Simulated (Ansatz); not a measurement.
PBE against r2SCAN: SnO2, biaxial strain −4.06 %, plane normal [001], relaxed out of plane

Consider SnO₂ in the rutile structure (space group P4_2/mnm, No. 136; a = 4.828 Å, c = 3.238 Å). Axes: x, y, z lie along a, b, c of the conventional cell.

(Cell as relaxed with PBE.)

Levels (all Ansatz, a quantum-chemistry and plane-wave program, PAW, earlier PAW set): PBE (420 eV, no spin-orbit coupling); r2SCAN (500 eV, spin-orbit coupling left out).

Each level relaxes its own structure.

```csv
base,PBE,r2SCAN
volume per atom,12.58 Å³,12.08 Å³
lattice parameter a,4.828 Å,4.759 Å
band gap,0.68 eV,1.79 eV
```

Modification: compressive biaxial strain of 4.06 % in the plane normal to [001], as in epitaxy on a mismatched substrate; the out-of-plane cell vector and the atoms relax.

| quantity | PBE | r2SCAN |
|---|---|---|
| valence-band top at Γ (three highest levels, from the VBM) | 0.00, -0.67, -0.67 eV | 0.00, -0.69, -0.69 eV |
| pressure (mean of the normal stresses, compression positive) | 81.2 kbar | 97.8 kbar |
| electron mass | 0.17 mₑ (at Γ) | 0.21 mₑ out of plane, 0.23 mₑ in plane (at Γ) |
| out-of-plane strain | +3.26 % | +3.30 % |

PBE's pressure lies 16.67 kbar below r2SCAN's; PBE's out-of-plane strain lies 0.04 % below r2SCAN's. Neither level is exact; r2SCAN is the comparison here, not a measurement.

Effective masses come from finite differences of ±0.01 Å⁻¹. Stability against distortions was not tested. The base started in Pnnm and relaxed to P4_2/mnm at this level.
